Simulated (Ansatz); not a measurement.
Base system: Mo in the bcc (W type) structure (space group Im-3m, No. 229; a = 3.1115 Å; relaxed with 0.1 eV smearing). Axes: x, y, z lie along the cube axes.

Calculations: LDA, PAW, 420 eV (Ansatz, a first-principles code; no spin-orbit coupling).

One thing is altered: every lattice vector is shortened by 1.50 %; the atoms relax in the strained cell.

Task: Predict the stress tensor and what it implies for the stiffness.

Result: Stress of the strained cell less that of the base (GPa, compression positive):
```
   14.5     0.0     0.0
    0.0    14.5     0.0
    0.0     0.0    14.5
```

Then B = −ΔP/(ΔV/V₀) with ΔV/V₀ = -0.0443 gives secant stiffness values (nonlinear terms included at this strain): B ≈ 328 GPa.

As a check, the harmonic strain energy −½ V₀ Δσ:ε is 31 meV/atom; the computed energy rise is 29 meV/atom.

No phonon test of stability was made. The final runs are not spin-polarised.
